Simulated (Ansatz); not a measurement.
Cl on the 1x1 (111) surface of fcc Ir, one in a 2x1 cell, energies for each (13.0 Å²). Energies are against ½ Cl2(g), without zero-point or thermal terms; each row is named by its start.

The numbers are results of PBE (plane waves to 420 eV, PAW; Ansatz, an electronic-structure program), not measurements.

Slab: 9 atoms, 6.6 Å thick at the start under the adsorbate (thin: gaps and levels are the slab's own); k 6x12x1, smearing 0.1 eV, dipole-corrected; 4 atoms held, the rest relaxed; each run with such symmetry as its start has; no spin, no spin-orbit, no U, no dispersion correction.

A negative adsorption energy means that the adsorbate is more stable on the surface than in its reference. Starts that drift may end in the same place. Heights count from the host atoms within 0.3 Å of the top one.

```
starting site                           E_ads (eV)  height (Å)  nearest host atom (Å)  bonded to  Δ work function (eV)  lateral drift (Å)
--------------------------------------  ----------  ----------  ---------------------  ---------  --------------------  -----------------
top Ir                                       -0.96        2.36                Ir 2.31         Ir                  0.28                0.0
hollow Ir-Ir-Ir over Ir at depth 2.2 Å       -0.96        2.36                Ir 2.31         Ir                  0.28                1.6
hollow Ir-Ir-Ir over Ir at depth 4.4 Å       -0.96        2.36                Ir 2.31         Ir                  0.28                1.6
bridge Ir-Ir (span 2.7 Å)                    -0.96        2.36                Ir 2.31         Ir                  0.28                2.4
```
